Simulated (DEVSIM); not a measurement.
Structure: Si p+/n-/n+ power diode, at 350 K.

| layer (left to right) | material | thickness (μm) | Nd (cm⁻³) | Na (cm⁻³) | τn (s) | τp (s) |
|---|---|---|---|---|---|---|
| 1 | Si | 1.60 | - | 6.4e18 | 1.6e-7 | 1.6e-7 |
| 2 | Si | 4.50 | 4e15 | - | 1.6e-7 | 1.6e-7 |
| 3 | Si | 1.00 | 3.7e18 | - | 1.6e-7 | 1.6e-7 |

Left contact: ohmic. Right contact: ohmic. Voltage is applied to the left contact. Recombination: SRH at mid-gap, Auger. Mobility is constant in doping. Where it depends on doping, it is μmin + (μ − μmin)/(1 + (N/Nref)^α).

Constants are typed, rounded textbook-type inputs, not results; the design itself was drawn at random and stands for no fabricated device. Values at 300 K; Nc and Nv go as T^1.5, mobilities as T to minus their exponent, the gap by Varshni's rule with the affinity fixed. The table also holds parameters that only a changed run uses.

```tsv
parameter	Si
gap (eV)	1.124
affinity (eV)	4.05
permittivity	11.7
Nc (cm⁻³)	2.86e19
Nv (cm⁻³)	3.1e19
μn (cm²/Vs)	1417
μp (cm²/Vs)	470
μn,min	52
μp,min	45
Nref,n	9.7e16
Nref,p	2.2e17
αn	0.68
αp	0.72
T exponent of μn	2.3
T exponent of μp	2.2
Cn (cm⁶/s)	2.8e-31
Cp (cm⁶/s)	9.9e-32
Varshni α (eV/K)	0.000473
Varshni β (K)	636
```

DEVSIM, 1D drift-diffusion, Boltzmann statistics, complete ionisation; no tunnelling, impact ionisation, image-force lowering or self-heating.

Base results: dark forward voltage at 100 A/cm² (V) 0.752; dark forward voltage at 1 A/cm² (V) 0.563; potential step across the device at zero bias (V) 0.988.

Question: What follows from this one change: doping Na of layer 1 6.4e+18 → 1.9e+19 cm^-3?

Answer: dark forward voltage at 100 A/cm² 0.752 → 0.763 V; dark forward voltage at 1 A/cm² little changed (0.566 V); potential step across the device at zero bias 0.988 → 1.020 V.

Question: What follows from this one change: thickness of layer 3 1 → 1.7 μm?

Answer: dark forward voltage at 100 A/cm² 0.752 → 0.757 V; dark forward voltage at 1 A/cm² little changed (0.565 V); potential step across the device at zero bias little changed (0.988 V).

Question: What follows from this one change: minority lifetime in layer 2 1.6e-07 → 4.8e-09 s?

Answer: dark forward voltage at 100 A/cm² 0.752 → 0.745 V; dark forward voltage at 1 A/cm² 0.563 → 0.480 V; potential step across the device at zero bias little changed (0.988 V).

Question: What follows from this one change: doping Nd of layer 2 4e+15 → 1.2e+15 cm^-3?

Answer: dark forward voltage at 100 A/cm² little changed (0.752 V); dark forward voltage at 1 A/cm² 0.563 → 0.559 V; potential step across the device at zero bias little changed (0.988 V).

Question: What follows from this one change: doping-dependent mobility in place of the constant one?

Answer: dark forward voltage at 100 A/cm² 0.752 → 0.794 V; dark forward voltage at 1 A/cm² 0.563 → 0.571 V; potential step across the device at zero bias little changed (0.988 V).
